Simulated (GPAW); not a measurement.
Input and output of a self-consistent single point for Cu (Fm-3m, 1 atom in the cell) (GPAW).

Method of the run: PBE, GPAW PAW datasets PBE (gpaw-data 1.0.1) (plane waves; GPAW).

```xyz
1
Lattice="0.0000 1.8104 1.8104 1.8104 0.0000 1.8104 1.8104 1.8104 0.0000" Properties=species:S:1:pos:R:3 pbc="T T T"
Cu     0.0000     0.0000     0.0000
```

Reference input (self-consistent single point, DFT PBE, plane waves, GPAW PAW datasets PBE (gpaw-data 1.0.1)): mode = pw; ecut = 800 eV; xc = PBE; kpts = 10 10 10; mesh shift (steps) = 0 0 0; occupations.name = methfessel-paxton; occupations.width = 0.1 eV; occupations.order = 0; nbands = -9; convergence.forces = 0.001 eV/Å; symmetry.symmorphic = false; symmetry.tolerance = 0.0005. This run's input differs from it in these lines:

```diff
@@ -13,4 +13,4 @@
             xc='PBE',
-            kpts={'size': (10, 10, 10), 'gamma': True},
-            occupations={'name': 'methfessel-paxton', 'width': 0.1, 'order': 0},
+            kpts={'size': (16, 16, 16), 'gamma': True},
+            occupations={'name': 'marzari-vanderbilt', 'width': 0.3},
             nbands=-9,
```

The program printed (abridged):

```
     iter     time        total  log10-change:
                         energy   eigst   dens  force
iter:   1 --:--:--    -4.655525
iter:   2 --:--:--    -4.288769   -2.47  -1.18
iter:   3 --:--:--    -3.728641   -1.73  -1.27
iter:   4 --:--:--    -3.726215   -3.99  -1.84
iter:   5 --:--:--    -3.703493   -3.17  -1.90
iter:   6 --:--:--    -3.703561   -4.20  -3.25
iter:   7 --:--:--    -3.703665c  -4.65  -3.27
iter:   8 --:--:--    -3.703546c  -5.50  -2.95
iter:   9 --:--:--    -3.703546c  -7.20  -4.12c
iter:  10 --:--:--    -3.703546c  -8.47c -4.36c
iter:  11 --:--:--    -3.703546c  -8.10c -4.47c -22.64c
Converged after 11 iterations.

Dipole moment: (-0.000000, -0.000000, -0.000000) |e|*Ang

Energy contributions relative to reference atoms: (reference = -45021.451841)

Kinetic:        -12.762278
Potential:      +10.011333
External:        +0.000000
XC:              -1.039927
Entropy (-ST):   +0.000831
Local:           +0.086494
SIC:             +0.000000
--------------------------
Free energy:     -3.703546
Extrapolated:    -3.703546

Showing only first 2 kpts
 Kpt  Band  Eigenvalues  Occupancy
  0     3      4.98207    2.00000
  0     4      5.79436    2.00000
  0     5      5.79436    2.00000
  0     6     30.93924    0.00000

  1     3      5.02658    2.00000
  1     4      5.74444    2.00000
  1     5      5.81473    2.00000
  1     6     30.22945    0.00000

Fermi level: 7.96008

No gap
No difference between direct/indirect transitions
Energy (eV): -3.703546

Forces in eV/Ang:
  0 Cu    0.00000   -0.00000   -0.00000

Stress tensor:
    -0.011263     0.000000    -0.000000
     0.000000    -0.011263    -0.000000
    -0.000000    -0.000000    -0.011263
Stress (GPa, Voigt): [-1.8046 -1.8046 -1.8046 -0.     -0.      0.    ]
```

The run converged in 11 iterations. GPAW prints stress with tension positive. Against the reference run the free energy goes down by 12.3 meV/atom and the pressure moves little (1.88 to 1.80 GPa).

The starting cell has typed, rounded lattice constants, without a prior relaxation at this level. Its lattice was rescaled by up to half a per cent. Spin polarisation is off.
